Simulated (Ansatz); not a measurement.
## SiC, response to strain

The reference is SiC in the zinc blende structure (space group F-43m, No. 216; a = 4.3797 Å).

Strains are applied to the cell and any free atomic positions relax.

All numbers come from PBE (Ansatz, a first-principles code; PAW; 420 eV plane waves; scalar-relativistic without spin-orbit coupling), earlier PAW set.

```csv
isotropic strain (%),pressure (GPa)
-5.19,46.4
-0.29,?
0,0.0
0.54,-3.3
0.55,-3.4
0.57,-3.5
0.62,-3.8
```

### Question
Fit P = P₀ − Bδ + Cδ² with δ = (1 + ε)³ − 1 to the rows shown and predict the withheld row.

### Answer
Least squares on the printed values gives P₀ = 0.0 GPa, B = 215 GPa, C = 669 GPa (largest residual 0.0 GPa); this predicts 1.9 GPa, and the run gives 1.9 GPa, in agreement.

Whether these cells are dynamically stable was not tested.
